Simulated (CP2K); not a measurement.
Band structure of CaGaSiH (P3m1, 4 atoms in the cell).

```
CELL_PARAMETERS angstrom
      4.09110     0.00000     0.00000
     -2.04555     3.54300     0.00000
      0.00000     0.00000     4.76280
ATOMIC_POSITIONS crystal
  Ca 0.00000 0.00000 0.00000
  Ga 0.66667 0.33333 0.55680
  Si 0.33333 0.66667 0.43370
  H  0.66667 0.33333 0.92500
```

Method of the run: PBEsol, GPW, DZVP-MOLOPT-SR-GTH basis, GTH-PBE potentials (GTH_POTENTIALS) (CP2K 2026.2).

Settings: CUTOFF = 600 Ry; REL_CUTOFF = 60 Ry; SMEAR/METHOD = FERMI_DIRAC; ELECTRONIC_TEMPERATURE = 232.09 K; KPOINTS/SCHEME = MONKHORST-PACK 6 6 5; GAMMA_CENTERED = T; XC_FUNCTIONAL = PBE:PBESOL; Ca/BASIS_SET = DZVP-MOLOPT-SR-GTH-q10; Ca/POTENTIAL = GTH-PBE-q10; Ga/BASIS_SET = DZVP-MOLOPT-SR-GTH-q13; Ga/POTENTIAL = GTH-PBE-q13; Si/BASIS_SET = DZVP-MOLOPT-SR-GTH-q4; Si/POTENTIAL = GTH-PBE-q4; H/BASIS_SET = DZVP-MOLOPT-SR-GTH-q1.

The starting cell comes from a database of computed structures (which also holds hypothetical and non-ambient phases and stackings), without a prior relaxation at this level. Values carry the incompleteness of an atom-centred basis. The potentials were made for another functional than the one used.

Problem. Predict the gap along the standard path and the places of the band edges.

Solution. The gap along the path is 0.08 eV, from A to M; the smallest direct gap on it is 1.26 eV.

Levels in eV from the top of the valence band on the SCF mesh, bands 11 to 15:
| point | 11 | 12 | 13 | 14 | 15 |
|---|---|---|---|---|---|
| Γ | -4.60 | -2.20 | -0.74 | -0.74 | 1.24 |
| M | -7.18 | -3.38 | -1.94 | -0.96 | 0.31 |
| K | -7.39 | -4.29 | -2.89 | -0.84 | 0.55 |
| A | -6.79 | -0.16 | -0.16 | 0.24 | 1.49 |
| L | -6.65 | -4.94 | -2.15 | -2.14 | 1.28 |
| H | -7.32 | -4.75 | -3.72 | -1.89 | 1.62 |

Higher empty bands are left out: an atom-centred basis made for the valence describes them poorly.
